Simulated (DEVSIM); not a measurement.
Device: Ni/SiO2/p-Ge capacitor, at 300 K.

Layer 1 from the left is SiO2, thickness (nm) 19.0. Layer 2 from the left is Ge, thickness (nm) 1200, Na (cm⁻³) 2.5e17.

Metal gate on the left, work function 5.1 eV. Fixed charge at the semiconductor interface 0 cm⁻² (in units of +e); no interface traps.

The device is made up for the run: typed textbook-type constants, with dimensions and the other settings drawn at random. Values at 300 K.

SiO2: gap (eV) 9, affinity (eV) 0.9, permittivity 3.9. Ge: gap (eV) 0.664, affinity (eV) 4, permittivity 16, Nc (cm⁻³) 1.04e19, Nv (cm⁻³) 6e18.

Simulated with DEVSIM: 1D Poisson equation in equilibrium, Boltzmann statistics, complete ionisation; no quantum confinement or tunnelling. Metal contacts follow the ideal Schottky-Mott rule: no Fermi-level pinning, no interface dipoles.

**Question.** What does the simulation give for the minimum of the low-frequency capacitance, the flat-band voltage?

**Answer.** minimum of the low-frequency capacitance 0.111 μF/cm²; flat-band voltage 0.52 V.
